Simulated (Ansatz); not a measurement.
O vacancy + O vacancy in corundum

Method: PBE, PAW (plane waves to 420 eV; Ansatz, an electronic-structure program). Cell: 120 sites, 2×2×1; final energies on a 2×2×2 Γ-centred mesh. Sites at the start: the O site; O 2.75 Å away. Charged cells carry a point-charge image correction with potential alignment at far atoms. Dielectric constants: PBE linear response of the host. Host gap at this level: 5.85 eV. Finite-size and sampling errors can reach tenths of an eV here. Levels are measured in PBE's own, too narrow, gap. Spin–orbit coupling is left out. Each state is the lowest found from its start.

Formation energies E_f are given with the Fermi level at the valence-band maximum. Chemical conditions: Al-rich (Δμ(O) = -4.96 eV; only phases computed here count, gases as isolated molecules at 0 K); O-rich (Δμ(O) = 0.00 eV; only phases computed here count, gases as isolated molecules at 0 K). Reference phases: O: O2 molecule in a box.

```tsv
charge	moment (μB)	point group	largest move off a lattice site (Å)	image correction with alignment (eV)	E_f, Al-rich (eV)	E_f, O-rich (eV)
+4	not spin-polarised	C1	0.93	1.83	-6.04	3.88
+2	not spin-polarised	C1	0.27	0.32	-2.18	7.74
+1	1.0	C1	0.11	0.00	0.41	10.34
0	not spin-polarised	C1	0.12	0.01	3.39	13.31
```

Point groups are those of the whole cell at tolerances of 0.03 and 0.1 Å ("near" where only the looser one holds); none is given for unsettled states.

Transition levels above the valence-band maximum: ε(+2/+1) = 2.59 eV; ε(+1/0) = 2.98 eV. With a charge missing or unsettled, these needn't be thermodynamic levels.

Flagged in the runs: a host whose relaxation on this sampling wasn't shown to rest.

All states together cost around 3 core-hours (rough).
